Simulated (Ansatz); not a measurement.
Cl on the 1x1 (111) surface of fcc Pt, one in a 1x1 cell, energies for each (6.8 Å²). Energies are against ½ Cl2(g), without zero-point or thermal terms; each row is named by its start.

All values below come from PBE (plane waves to 420 eV, PAW; Ansatz, a program for electronic structure).

Problem. Which site binds most strongly?
A. hollow Pt-Pt-Pt over Pt at depth 2.3 Å
B. top Pt
C. hollow Pt-Pt-Pt over Pt at depth 4.6 Å

Solution. B, top Pt. Adsorption energies: top Pt -0.19 eV; hollow Pt-Pt-Pt over Pt at depth 4.6 Å 0.43 eV; hollow Pt-Pt-Pt over Pt at depth 2.3 Å 0.44 eV.
